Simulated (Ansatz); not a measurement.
Base system: Sn in the diamond structure (space group Fd-3m, No. 227; a = 6.540 Å; relaxed with 0.1 eV smearing). Axes: x, y, z lie along the cube axes.

All numbers come from PBEsol (Ansatz, a quantum-chemistry and plane-wave program, PAW, no spin-orbit coupling).

Base values:

```
Quantity  Result
--------  ------
Band gap    zero
```

Modification: tensor shear ε_xy = +0.29 % (engineering shear γ = 0.0058); the atoms relax in the strained cell.

What happens to the energy relative to the base, stress and band gap?

The energy stays essentially unchanged; the stress (xx, yy, zz, yz, xz, xy; compression positive) comes out as (0.0, 0.0, 0.0, 0.0, 0.0, -0.2) GPa; the band gap is still zero.

No phonon test of stability was made.
